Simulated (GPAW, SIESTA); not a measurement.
A SIESTA input for a self-consistent single point of Ti3Nb (Amm2, 4 atoms in the cell) (DFT, GGA PBEsol, numerical atomic orbitals DZP, PseudoDojo PBEsol standard norm-conserving potentials (rewritten from UPF to PSML)):

```
# files in the folder: Ti.psml Nb.psml (PseudoDojo PBEsol standard)
SystemName  Ti3Nb
SystemLabel ti3nb

NumberOfAtoms                4
NumberOfSpecies              2
%block ChemicalSpeciesLabel
  1 22 Ti
  2 41 Nb
%endblock ChemicalSpeciesLabel
LatticeConstant              1.0 Bohr
%block LatticeVectors
    17.096333352    0.000000000    0.000000000
     0.000000000    3.034909605    4.554986402
     0.000000000   -3.034909605    4.554986402
%endblock LatticeVectors
AtomicCoordinatesFormat      Fractional
%block AtomicCoordinatesAndAtomicSpecies
     0.000000000    0.182670000    0.182670000  1
     0.248450000    0.791340000    0.791340000  1
     0.751550000    0.791340000    0.791340000  1
     0.500000000    0.234640000    0.234640000  2
%endblock AtomicCoordinatesAndAtomicSpecies

XC.functional                GGA
XC.authors                   PBEsol
PAO.BasisSize                DZP
PAO.EnergyShift              0.005 Ry
MeshCutoff                   400 Ry
%block kgrid.MonkhorstPack
    3   0   0  0.0
    0  10   0  0.0
    0   0  10  0.0
%endblock kgrid.MonkhorstPack
OccupationFunction           FD
ElectronicTemperature        100.0 meV

MaxSCFIterations             150
SCF.Mixer.Method             Pulay
SCF.Mixer.Weight             0.25
SCF.Mixer.History            6
SCF.DM.Tolerance             1.0E-05
Diag.ParallelOverK           true
WriteForces                  true
Charge.Mulliken              end
```

Question: Write the same calculation as an input for GPAW.

Answer: One input that does it (others would too):

```python
from ase import Atoms
from ase.units import GPa
from gpaw import GPAW, PW, FermiDirac

atoms = Atoms(['Ti', 'Ti', 'Ti', 'Nb'],
              cell=[[9.046990, 0.000000, 0.000000],
                    [0.000000, 1.606005, 2.410395],
                    [0.000000, -1.606005, 2.410395]],
              scaled_positions=[[0.000000, 0.182670, 0.182670],
                                [0.248450, 0.791340, 0.791340],
                                [0.751550, 0.791340, 0.791340],
                                [0.500000, 0.234640, 0.234640]],
              pbc=True)

calc = GPAW(mode=PW(850),
            xc='PBEsol',
            kpts={'size': (3, 10, 10), 'gamma': True},
            occupations=FermiDirac(0.1),
            nbands=-8,
            convergence={'forces': 0.001},
            symmetry={'symmorphic': False, 'tolerance': 0.0005},
            maxiter=150,
            txt='-')

atoms.calc = calc

energy = atoms.get_potential_energy()
print('Energy (eV):', round(energy, 6))
forces = atoms.get_forces()
print('Forces (eV/Ang):')
print(forces.round(5))
stress = atoms.get_stress()
print('Stress (GPa, Voigt):', (stress / GPa).round(4))
```

Basis, cutoffs, solver keys and any potentials are the target program's own. This input uses DFT PBEsol, plane waves, GPAW PAW datasets PBEsol (made by gpaw-setup).

The starting cell comes from a database of computed structures (which also holds hypothetical and non-ambient phases and stackings), without a prior relaxation at this level.
